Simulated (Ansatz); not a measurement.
Results of LDA in Ansatz (PAW) for GaP (model structure, started from the NiAs type, P6₃/mmc, No. 194, 4 atoms in the cell).

The input as run:

Ansatz 0.2 input:
```yaml
crystal:
  lattice:
    - [3.5566476063, 0.0, 0.0]
    - [-1.7783238031, 3.0801471794, 0.0]
    - [0.0, 0.0, 6.0730634018]
  atoms:
    - { symbol: Ga, position: [0.0, 0.0, 0.0] }
    - { symbol: Ga, position: [0.0, 0.0, 0.5] }
    - { symbol: P, position: [0.3333333333, 0.6666666667, 0.25] }
    - { symbol: P, position: [0.6666666667, 0.3333333333, 0.75] }
basis:
  ecutwfc: 520
  ecutrho_ratio: 4
  xc_grid: 2
kpoints:
  mp_grid: { grid: [18, 18, 10] }
hamiltonian:
  xc: lda
  dispersion: none
  pseudopotentials: { kind: paw }
scf:
  occupations: { method: fermi_dirac, width: 0.05 }
  convergence: { dr2_threshold: 0.0000000004 }
output:
  forces: true
  stress: true
  eigenvalues: true
```

Excerpt of the program's output:

```
Crystal: 4 atoms, lattice volume = 66.530 Å³
Basis set: ecut = 520 eV, 1811 PW (Γ), exchange–correlation on 54×54×96 points (8 copies of the dense FFT grid, shifted against one another)
Bands: 22, of which v1, the nominal top of the filled ones, is band 18 counted from 1 (17 counted from 0)
Symmetry: 24 space group operations
Space group: P63/mmc (ITA 194), of the structure as read, at distance tolerance 4.1e-5 Å
k-points: 222 of 3240
Functional: x = slater, c = lda
SCF iter   1: F=—  HF=-8865.992193 eV  |F-HF|=—  |Δ(HF+E_count)|=         —  Δρ=9.82e-3  dr2=6.05e-2
SCF iter   2: F=—  HF=-8865.975839 eV  |F-HF|=—  |Δ(HF+E_count)|=   1.64e-2  Δρ=5.25e-3  dr2=1.77e-2
  ...
SCF iter   8: F=—  HF=-8865.970573 eV  |F-HF|=—  |Δ(HF+E_count)|=   2.91e-8  Δρ=3.23e-6  dr2=3.25e-9
SCF iter   9: F=-8865.970573 eV  HF=-8865.970573 eV  |F-HF|=1.66e-10  |Δ(HF+E_count)|=   1.41e-9  Δρ=5.75e-7  dr2=1.37e-10
SCF 1 converged in 9 iterations: F = -8865.970573 eV  dr2 = 1.37e-10
SCF converged after 9 iterations
Free energy (F): -8865.970573 eV
Internal energy: -8865.959742 eV  (E = F + TS)
E sigma→0 (E₀):  -8865.965157 eV
Fermi energy:    9.525091 eV
--- Stress (GPa, compression-positive) ---
       -2.057365      -0.000000       0.000000
       -0.000000      -2.057365       0.000000
        0.000000       0.000000      -2.420605
  P = ⅓ Tr σ = -2.1784 GPa (-21.784 kbar)
```

The PAW data were made under PBE.

Note: the relaxation could raise the start's symmetry but not lower it, so the cell can be a saddle point. Note: cell and atoms aren't relaxed at this level (pressure -2.2 GPa).

A model structure was made by putting elements into a prototype or built by hand; it is no filed structure, need not be a known phase, and can be a saddle point held by its symmetry.

Ansatz is an electronic-structure program.
